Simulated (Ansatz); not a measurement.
We consider SrZrO3 (I4/mcm, No. 140, 10 atoms in the cell; start mp-5076; a measured phase of this formula has another space group), described by PBE0 in Ansatz (plane waves, PAW).

Run with plane-wave cutoff 500 eV, 6×6×6 k mesh, gaussian smearing 0.02 eV, scalar-relativistic PAW data made under PBE.

Cell (relaxed with PBEsol):

```
SrZrO3
1.0
   -2.86815     2.86815     4.16177
    2.86815    -2.86815     4.16177
    2.86815     2.86815    -4.16177
Sr Zr O
2 2 6
Direct
  0.75000   0.25000   0.50000
  0.25000   0.75000   0.50000
  0.00000   0.00000   0.00000
  0.50000   0.50000   0.00000
  0.18933   0.68933   0.87866
  0.81067   0.31067   0.12134
  0.68933   0.81067   0.50000
  0.31067   0.18933   0.50000
  0.25000   0.25000   0.00000
  0.75000   0.75000   0.00000
```

Problem. Give the computed band gap.

Solution. 
* **band gap**: 6.06 eV (on the SCF k mesh)

Note: cell and atoms aren't relaxed at this level (pressure 1.1 GPa).

Spin–orbit coupling is not included.

Static lattice: no zero-point or thermal effects.

A start named mp-… is a Materials Project structure, which need not be a measured phase.

Ansatz is a first-principles code.
